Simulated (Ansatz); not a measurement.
Reference: CaZrN2 (R-3m), PBEsol, rigid bands (plane waves, PAW, scalar-relativistic; Ansatz, a program for electronic structure); axes and stresses refer to this cell.

```
CELL_PARAMETERS angstrom
      1.64299     0.94858     5.55586
     -1.64299     0.94858     5.55586
      0.00000    -1.89716     5.55586
ATOMIC_POSITIONS crystal
  Ca 0.00000 0.00000 0.00000
  Zr 0.50000 0.50000 0.50000
  N  0.23853 0.23853 0.23853
  N  0.76147 0.76147 0.76147
```

The band gap is 0.37 eV and the hole mass along z is 0.92 mₑ. The hole conductivity mass is 0.49 mₑ.

**Question.** Change: functional r2SCAN on the same cell. What happens to band gap, hole mass along z, hole conductivity mass?

**Answer.** band gap goes up to 0.80 eV; hole mass along z moves little, to 0.94 mₑ; hole conductivity mass goes up to 0.52 mₑ.

Masses are for dilute carriers at 300 K, harmonic means over directions unless an axis is named. Spin-orbit coupling is left out unless a row names it. 

Computed structure with no diffraction record at hand here (it may be known, metastable or hypothetical): CaZrN2 (R-3m).
